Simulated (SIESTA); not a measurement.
Worked example: self-consistent single point of HfO₂ (P4_2/nmc, 6 atoms in the cell) in SIESTA.

Level of theory: GGA PBE, numerical atomic orbitals DZP, PseudoDojo PBE standard norm-conserving potentials (rewritten from UPF to PSML) run with SIESTA.

The change in words: lattice scaled by 0.98. Reference geometry:
```xyz
6
Lattice="3.5249 0.0000 0.0000 0.0000 3.5249 0.0000 0.0000 0.0000 5.1238" Properties=species:S:1:pos:R:3 pbc="T T T"
Hf     1.7625     1.7625     2.5619
Hf     0.0000     0.0000     0.0000
O      0.0000     1.7625     3.5723
O      0.0000     1.7625     1.0105
O      1.7625     0.0000     4.1133
O      1.7625     0.0000     1.5514
```

Reference input (self-consistent single point, DFT, GGA PBE, numerical atomic orbitals DZP, PseudoDojo PBE standard norm-conserving potentials (rewritten from UPF to PSML)): XC.functional = GGA; XC.authors = PBE; potentials = PseudoDojo PBE standard; PAO.BasisSize = DZP; PAO.EnergyShift = 0.01 Ry; MeshCutoff = 400 Ry; kgrid.MonkhorstPack = 8 8 5; OccupationFunction = FD; ElectronicTemperature = 116.05 K; MaxSCFIterations = 150; SCF.Mixer.Method = Pulay; SCF.Mixer.Weight = 0.2. This run's input differs from it in these lines:

```diff
@@ -12,5 +12,5 @@
 %block LatticeVectors
-     3.524930000    0.000000000    0.000000000
-     0.000000000    3.524930000    0.000000000
-     0.000000000    0.000000000    5.123762000
+     3.454431000    0.000000000    0.000000000
+     0.000000000    3.454431000    0.000000000
+     0.000000000    0.000000000    5.021287000
 %endblock LatticeVectors
@@ -18,8 +18,8 @@
 %block AtomicCoordinatesAndAtomicSpecies
-     3.330576154    3.330576154    4.841253454  1
+     3.263964253    3.263964253    4.744428612  1
      0.000000000    0.000000000    0.000000000  1
-     0.000000000    3.330576154    6.750740641  2
-     0.000000000    3.330576154    1.909487187  2
-     3.330576154    0.000000000    7.773019720  2
-     3.330576154    0.000000000    2.931766267  2
+     0.000000000    3.263964253    6.615726145  2
+     0.000000000    3.263964253    1.871297533  2
+     3.263964253    0.000000000    7.617559690  2
+     3.263964253    0.000000000    2.873131079  2
 %endblock AtomicCoordinatesAndAtomicSpecies
```

Log, with long lists cut:

```
        iscf     Eharris(eV)        E_KS(eV)     FreeEng(eV)     dDmax    Ef(eV) dHmax(eV)
   scf:    1    -4842.655276    -4867.870317    -4867.870317  1.633743 -6.304651  8.877511
   scf:    2    -4882.040932    -4875.873751    -4875.873751  0.127841 -1.429828  4.337883
   scf:    3    -4878.841129    -4878.249263    -4878.249263  0.149574 -2.900783  0.750417
   scf:    4    -4878.105905    -4878.229650    -4878.229650  0.053833 -3.144349  0.722456
   scf:    5    -4878.264185    -4878.292400    -4878.292400  0.039047 -3.572837  0.256908
   [... 2 lines left out ...]
   scf:    8    -4878.302995    -4878.302995    -4878.302995  0.000095 -3.458408  0.000999
   scf:    9    -4878.302995    -4878.302995    -4878.302995  0.000016 -3.458206  0.000645
   scf:   10    -4878.302995    -4878.302995    -4878.302995  0.000029 -3.457956  0.000005
   scf:   11    -4878.302995    -4878.302995    -4878.302995  0.000001 -3.457958  0.000004
SCF Convergence by DM+H criterion
max |DM_out - DM_in|         :     0.0000006507
max |H_out - H_in|      (eV) :     0.0000035375
SCF cycle converged after 11 iterations

Using DM_out to compute the final energy and forces

siesta: E_KS(eV) =            -4878.3030

siesta: E_KS - E_eggbox =     -4878.3030

siesta: Atomic forces (eV/Ang):
     1    0.000000    0.000000    0.000000
     2   -0.000000   -0.000000   -0.000000
     3   -0.000000    0.000000    0.974336
     4   -0.000000    0.000000    0.974336
     5    0.000000   -0.000000   -0.974336
     6    0.000000   -0.000000   -0.974336
   Tot    0.000000    0.000000    0.000000
   Max    0.974336
   Res    0.459306    sqrt( Sum f_i^2 / 3N )
   Max    0.974336    constrained

   [... lines left out ...]
siesta: FreeEng =     -4878.302995
siesta: Cell volume =         59.919487 Ang**3
siesta:         426.68193246        435.88974254  kBar
   [... lines left out ...]
   4  6.652   1.744  -0.004   1.743   1.807   1.786  -0.125  -0.170  -0.165
   [... 5 lines left out ...]

mulliken: Qtot =       48.000

Mulliken Atomic Populations:
Atom #   charge [q] valence [e]  Species
     1     1.304820   10.695180  Hf
     2     1.304820   10.695180  Hf
     3    -0.652410    6.652410  O
     4    -0.652410    6.652410  O
     5    -0.652410    6.652410  O
     6    -0.652410    6.652410  O
 Total     0.000000
```

The run converged in 11 iterations. Against the reference run the free energy goes up by 120 meV/atom, the pressure goes from 19.92 to 42.67 GPa, the largest force goes from 0.548 to 0.974 eV/Å and the gap on the mesh goes from 4.644 to 4.819 eV.

The starting cell comes from a database of computed structures (which also holds hypothetical and non-ambient phases and stackings), without a prior relaxation at this level. Its lattice was rescaled by a random factor within 2.5 % of one. For this run, on top of that: lattice scaled by 0.98. Spin-orbit coupling is off. Values carry the incompleteness of an atom-centred basis. With a pressure of about 43 GPa the cell is away from its equilibrium volume at this level.

Cost on one core of a shared machine: roughly 2 min.
